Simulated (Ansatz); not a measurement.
# NiAl (Pm-3m): band-structure transport figures

Data:

```xyz
2
Lattice="2.8510 0.0000 0.0000 0.0000 2.8510 0.0000 0.0000 0.0000 2.8510" Properties=species:S:1:pos:R:3 pbc="T T T"
Al     1.4255     1.4255     1.4255
Ni     0.0000     0.0000     0.0000
```

Computed with PBEsol, rigid bands (plane waves, PAW, scalar-relativistic; Ansatz, a quantum-chemistry and plane-wave program). Condition of this run: hydrostatic pressure 2 GPa (the target of the relaxation). Cell: cell and atoms relaxed with PBEsol, then loaded as said.

```
Property                                                           Value
------------------------------------  ----------------------------------
density of states at the Fermi level  0.801 states/(eV·cell), both spins
bare Sommerfeld coefficient                    0.94 mJ/(mol of atoms·K²)
Drude plasma energy                                               7.3 eV
root-mean-square Fermi velocity                                7.7e5 m/s
resistivity times τ                                     9.2 ×10⁻²² Ω·m·s
```

A metal at this level (no band gap); rigid bands, thermally averaged at 300 K, both spins. Spin-orbit coupling is left out. τ is one relaxation time for all states.

Treated as nonmagnetic (a ferromagnetic start lost its moment, other orders weren't tried): NiAl (Pm-3m).
